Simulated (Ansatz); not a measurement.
Consider ZrSi₂ (space group Cmcm, No. 63; a = 3.7044 Å, b = 14.7922 Å, c = 3.6789 Å).

Levels (all Ansatz, an electronic-structure program, PAW): PBE (420 eV, no spin-orbit coupling); r2SCAN (500 eV, no spin-orbit coupling).

The geometry is relaxed with PBE.

| Item | Value |
|---|---|
| PBE pressure | 0.0 GPa |

Q: How does going to r2SCAN change the pressure?

A: The pressure goes from zero to -0.7 GPa.

Single points use the geometry relaxed with PBE. Their cutoffs differ, which shifts pressures a little. No phonon test of stability was made. All final runs are without spin polarisation.
